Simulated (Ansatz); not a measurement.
An Ansatz (an electronic-structure program) input (DFT with PBE-D3(BJ), PAW potentials and a 420 eV plane-wave cutoff in Ansatz, no spin-orbit coupling, earlier PAW set):

Ansatz 0.2 input:
```yaml
crystal:
  lattice:
    - [3.0983516903, 0, 0]
    - [1.5491758451, 2.6832512736, 0]
    - [0, 0, 4.6096225351]
  atoms:
    - { symbol: C, position: [0, 0, 0] }
    - { symbol: W, position: [0.3333333333, 0.3333333333, 0.2553822509] }
    - { symbol: W, position: [0.6666666667, 0.6666666667, 0.7446177491] }
basis: { ecutwfc: 420, ecutrho_ratio: 4, xc_grid: 2, fft_grid_basis: typed }
kpoints: { mp_grid: { grid: [22, 22, 13] } }
hamiltonian:
  xc: pbe
  dispersion: d3bj
  pseudopotentials: { azcp: { folder: ./paw }, kind: paw }
scf: { occupations: { method: fermi_dirac, width: 0.1 } }
relax: { f_tol: 0.005, max_steps: 50, cell: { stress_tol: 0.01, fix: [a, b, gamma] } }
output: { forces: true, stress: true }
checkpoint: { write: state.ck, write_every: 1000 }
```

**Question.** Which symmetry and how many k-points will the program report, and about how many plane waves at Γ?

**Answer.** Space group P-3m1 (ITA 164) with 12 operations, k-points 604 of 6292, and 735 plane waves at Γ.

**Question.** And the final pressure?

**Answer.** -6.21 GPa (compression positive).

The cells carry an imposed strain or load. Whether these cells are dynamically stable was not tested. The final runs are not spin-polarised. The cell was made from W$_{2}$C (space group P-3m1, No. 164) by this change: biaxial strain +2.11 %, plane normal [001], relaxed out of plane.
